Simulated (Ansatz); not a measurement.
Ge₂Sb₂Te₅ (model structure, R-3m, No. 166, 9 atoms in the cell)

Level of theory: LDA in Ansatz (PAW).

Numerical settings: plane-wave cutoff 520 eV, 10×10×10 k mesh, Fermi–Dirac smearing 0.01 eV, scalar-relativistic PAW data made under PBE.

Cell (relaxed at this level):

```cif
data_Ge2Sb2Te5
_chemical_formula_sum 'Te5 Ge2 Sb2'
_space_group_name_H-M_alt 'P 1'
_space_group_IT_number 1
_cell_length_a 17.17929
_cell_length_b 17.17929
_cell_length_c 17.17929
_cell_angle_alpha 13.972
_cell_angle_beta 13.972
_cell_angle_gamma 13.972
loop_
_space_group_symop_operation_xyz
  'x, y, z'
loop_
_atom_site_label
_atom_site_type_symbol
_atom_site_fract_x
_atom_site_fract_y
_atom_site_fract_z
_atom_site_occupancy
Te1 Te 0.00000 0.00000 0.00000 1
Ge1 Ge 0.69974 0.69974 0.69974 1
Te2 Te 0.39876 0.39876 0.39876 1
Sb1 Sb 0.10442 0.10442 0.10442 1
Te3 Te 0.80475 0.80475 0.80475 1
Te4 Te 0.19525 0.19525 0.19525 1
Sb2 Sb 0.89558 0.89558 0.89558 1
Te5 Te 0.60124 0.60124 0.60124 1
Ge2 Ge 0.30026 0.30026 0.30026 1
```

band gap: 0.16 eV
smallest direct gap on the k points sampled: 0.24 eV

Note: the relaxation could raise the start's symmetry but not lower it, so the cell can be a saddle point.

Spin–orbit coupling is not included; it can close the smallest gap of 0.16 eV.

The computed numbers hold no vibrational or temperature effects.

Cost on a shared machine: around 5 core-minutes (rough).

A model structure was made by putting elements into a prototype or built by hand; it is no filed structure, need not be a known phase, and can be a saddle point held by its symmetry.

Ansatz is an electronic-structure program.
